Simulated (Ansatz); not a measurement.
Band structure of YBrO (P4/nmm, 6 atoms in the cell).

```
YBrO
1.0
    3.81821     0.00000     0.00000
    0.00000     3.81821     0.00000
    0.00000     0.00000     8.59219
Y Br O
2 2 2
Cartesian
  0.00000   1.90910   1.11862
  1.90910   0.00000   7.47357
  0.00000   1.90910   5.83220
  1.90910   0.00000   2.75998
  0.00000   0.00000   0.00000
  1.90910   1.90910   0.00000
```

Method of the run: PBEsol, PAW files made with PBE (plane waves; Ansatz, a first-principles code).

Settings: kpoints.mp_grid.grid = 7 7 3; hamiltonian.xc = pbesol; hamiltonian.pseudopotentials = {kind: paw} (the program's default PAW files); scf.occupations.method = fermi_dirac; scf.occupations.width = 0.05 eV; kpoints.band_path.npoints = 8.

The starting cell comes from a database of computed structures (which also holds hypothetical and non-ambient phases and stackings), without a prior relaxation at this level. Its lattice was rescaled by a random factor within 2.5 % of one.

Task: Predict the gap along the standard path and the places of the band edges.

Result: The gap along the path is 4.44 eV, direct at Γ to within 0.01 eV.

Levels in eV from the top of the valence band on the path, bands 21 to 28:
```tsv
point	21	22	23	24	25	26	27	28
Γ	-0.74	-0.08	-0.08	0.00	4.44	4.51	5.07	5.17
X	-0.93	-0.93	-0.44	-0.44	5.29	5.29	5.51	5.51
M	-0.96	-0.96	-0.76	-0.76	4.81	4.81	6.07	6.07
Z	-0.52	-0.52	-0.22	-0.22	4.60	4.79	5.15	5.17
R	-0.71	-0.71	-0.43	-0.43	5.25	5.25	5.70	5.70
A	-0.96	-0.96	-0.72	-0.72	5.04	5.04	5.99	5.99
```

Keys are those of Ansatz 0.2.
